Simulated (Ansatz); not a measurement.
Consider MgSe in the rock salt structure (space group Fm-3m, No. 225).

```yaml
crystal:
  lattice:
    - [0.00000, 2.72478, 2.72478]
    - [2.72478, 0.00000, 2.72478]
    - [2.72478, 2.72478, 0.00000]
  atoms:
    - { symbol: Mg, position: [0.00000, 0.00000, 0.00000] }
    - { symbol: Se, position: [0.50000, 0.50000, 0.50000] }
```

Cartesian axes are those of the cell as printed.

The values are results of PBEsol/PAW in Ansatz (a first-principles code), without spin-orbit coupling, not measurements.

For the base:

* **Band gap**: 1.78 eV

Perturbation: biaxial strain +1.00 %, plane normal [001], relaxed out of plane (Cartesian); in-plane vectors clamped, the third vector and the atoms free.

**Question.** Predict the new band gap.

**Answer.** The band gap shrinks by 0.09 eV to 1.69 eV.

**Question.** Predict the new out-of-plane strain.

**Answer.** The out-of-plane strain is -0.52 %.

**Question.** How does this affect the energy relative to the base?

**Answer.** The energy rises by 1.7 meV/atom.

Gaps are Kohn–Sham eigenvalue differences; semilocal functionals usually give less than the measured gap. Whether these cells are dynamically stable was not tested.
